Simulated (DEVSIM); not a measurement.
Device: abrupt In0.53Ga0.47As p-n junction, at 300 K.

Layer 1 from the left is In0.53Ga0.47As, thickness (μm) 0.370, Na (cm⁻³) 1.3e16, τn (s) 5.7e-9, τp (s) 5.7e-9. Layer 2 from the left is In0.53Ga0.47As, thickness (μm) 2.90, Nd (cm⁻³) 5e16, τn (s) 5.7e-9, τp (s) 5.7e-9.

Left contact: ohmic. Right contact: ohmic. Voltage is applied to the left contact. Recombination: SRH at mid-gap, radiative, Auger. Mobility is μmin + (μ − μmin)/(1 + (N/Nref)^α).

The device is made up for the run: typed textbook-type constants, with dimensions and the other settings drawn at random. Values at 300 K.

In0.53Ga0.47As: gap (eV) 0.74, affinity (eV) 4.51, permittivity 13.9, Nc (cm⁻³) 2.1e17, Nv (cm⁻³) 7.7e18, μn (cm²/Vs) 12000, μp (cm²/Vs) 300, μn,min 300, μp,min 10, Nref,n 1.3e17, Nref,p 4.9e17, αn 0.48, αp 0.4, B (cm³/s) 9.6e-11, Cn (cm⁶/s) 5e-29, Cp (cm⁶/s) 5e-29.

DEVSIM, 1D drift-diffusion, Boltzmann statistics, complete ionisation; no tunnelling, impact ionisation, image-force lowering or self-heating.

Task: What does the simulation give for the dark forward voltage at 1 A/cm², the potential step across the device at zero bias, the dark forward voltage at 100 A/cm², the largest field in the device at zero bias?

Result: dark forward voltage at 1 A/cm² 0.244 V; potential step across the device at zero bias 0.538 V; dark forward voltage at 100 A/cm² 0.369 V; largest field in the device at zero bias 36000 V/cm.
